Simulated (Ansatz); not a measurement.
Results of HSE06 in Ansatz (plane waves, PAW) for Hf2N2O (C2/m, No. 12, 15 atoms in the cell; start mp-755314).

Run with plane-wave cutoff 460 eV, 6×6×4 k mesh (along the axes of the cell as run), Fermi–Dirac smearing 0.01 eV, scalar-relativistic PAW data made under PBE.

Cell (relaxed with PBEsol):

Space group C2/m (No. 12); a = 13.5513 Å, b = 3.2396 Å, c = 8.1256 Å, α = 90.00°, β = 100.35°, γ = 90.00°

```json
[
 {"atom": "Hf", "site": "4i", "symmetry": "m", "x": "0.0310", "y": "0.0000", "z": "0.8082"},
 {"atom": "Hf", "site": "4i", "symmetry": "m", "x": "0.3701", "y": "0.0000", "z": "0.5259"},
 {"atom": "Hf", "site": "4i", "symmetry": "m", "x": "0.1947", "y": "0.5000", "z": "0.1314"},
 {"atom": "N", "site": "4i", "symmetry": "m", "x": "0.4644", "y": "0.0000", "z": "0.3440"},
 {"atom": "N", "site": "4i", "symmetry": "m", "x": "0.3281", "y": "0.5000", "z": "0.0363"},
 {"atom": "N", "site": "4i", "symmetry": "m", "x": "0.1267", "y": "0.0000", "z": "0.2849"},
 {"atom": "O", "site": "4i", "symmetry": "m", "x": "0.2108", "y": "0.0000", "z": "0.6173"},
 {"atom": "O", "site": "2b", "symmetry": "2/m", "x": "0.0000", "y": "0.5000", "z": "0.0000"}
]
```
(The calculation used a cell of 15 atoms; values per cell refer to that cell.)

Q: What does this level give for the band gap, smallest direct gap on the k points sampled and Γ–Γ gap?

A: 
- band gap = 3.11 eV
- smallest direct gap on the k points sampled = 3.41 eV
- Γ–Γ gap = 3.53 eV

Note: cell and atoms aren't relaxed at this level (largest force component 0.15 eV/Å, pressure 3.0 GPa).

Spin–orbit coupling is not included.

The computed numbers hold no vibrational or temperature effects.

It cost very roughly 60 core-minutes of CPU time.

A start named mp-… is a Materials Project structure, which need not be a measured phase.

Ansatz is a quantum-chemistry and plane-wave program.
